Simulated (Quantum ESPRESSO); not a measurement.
## Short convergence ladders for KCl (Fm-3m, 2 atoms in the cell)

```yaml
crystal:
  lattice:
    - [0.00000, 3.13557, 3.13557]
    - [3.13557, 0.00000, 3.13557]
    - [3.13557, 3.13557, 0.00000]
  atoms:
    - { symbol: K, position: [0.00000, 0.00000, 0.00000] }
    - { symbol: Cl, position: [0.50000, 0.50000, 0.50000] }
```

Base method: PBE, SSSP 1.1.2 efficiency (PBE) pseudopotentials (plane waves; Quantum ESPRESSO 7.5).

Base settings: ecutwfc = 50 Ry; ecutrho = 400 Ry; occupations = smearing; smearing = fd; degauss = 0.00147 Ry; potentials = {K: K.pbe-spn-kjpaw_psl.1.0.0.UPF, Cl: cl_pbe_v1.4.uspp.F.UPF}; K_POINTS = automatic 3 3 3 0 0 0; conv_thr = 1e-09 Ry; mixing_beta = 0.5.

**Zone-centre phonons against the cutoff**

In this ladder: occupations = fixed; smearing = default; degauss = default; nbnd = 16; ph.x.tr2_ph = 1e-14; ph.x.fildyn = dyn.G; ph.x.epsil = true; dynmat.x.fildyn = dyn.G; dynmat.x.asr = simple. Moved along: ecutrho.

The mesh stays at the base's, so the ladder's end is converged at best in this setting alone.

Only quantities that move along the ladder and can be compared are tabulated.

| ecutwfc | largest Born charge (mean of the diagonal) (e) |
|---|---|
| 25 Ry | 1.160 |
| 30 Ry | 1.144 |
| 35 Ry | 1.141 |
| 50 Ry | 1.142 |
| 75 Ry | 1.142 |

Coarsest ecutwfc that holds the largest Born charge (mean of the diagonal) within 0.01 e of the last step, with all finer ones: 30 Ry; the step before is off by 0.018 e.

**Zone-centre phonons against the SCF threshold**

In this ladder: occupations = fixed; smearing = default; degauss = default; nbnd = 16; ph.x.tr2_ph = 1e-14; ph.x.fildyn = dyn.G; ph.x.epsil = true; dynmat.x.fildyn = dyn.G; dynmat.x.asr = simple.

The mesh stays at the base's, so the ladder's end is converged at best in this setting alone.

Only quantities that move along the ladder and can be compared are tabulated.

```csv
conv_thr,largest Born charge (mean of the diagonal) (e)
7.3e-05 Ry,1.129
7.3e-07 Ry,1.143
7.3e-09 Ry,1.142
7.3e-11 Ry,1.142
7.3e-13 Ry,1.142
```

Coarsest conv_thr that holds the largest Born charge (mean of the diagonal) within 0.005 e of the last step, with all finer ones: 7.3e-07 Ry; the step before is off by 0.014 e.

**The dielectric constant against the mesh**

In this ladder: occupations = fixed; smearing = default; degauss = default; nbnd = 16; ph.x.tr2_ph = 1e-14; ph.x.trans = false; ph.x.epsil = true; ph.x.zeu = true.

Only quantities that move along the ladder and can be compared are tabulated.

```tsv
K_POINTS	largest Born charge (mean of the diagonal) (e)	mean ε∞
automatic 3 3 3 0 0 0	1.142	2.379
automatic 4 4 4 0 0 0	1.128	2.344
automatic 5 5 5 0 0 0	1.126	2.337
automatic 7 7 7 0 0 0	1.125	2.334
automatic 11 11 11 0 0 0	1.125	2.333
automatic 13 13 13 0 0 0	1.125	2.333
```

Coarsest K_POINTS that holds the largest Born charge (mean of the diagonal) within 0.01 e of the last step, with all finer ones: automatic 4 4 4 0 0 0; the step before is off by 0.017 e.

Coarsest K_POINTS that holds the mean ε∞ within 0.02 of the last step, with all finer ones: automatic 4 4 4 0 0 0; the step before is off by 0.046.

On the base run: the starting cell has typed, rounded lattice constants, without a prior relaxation at this level. Its lattice was rescaled by up to half a per cent.
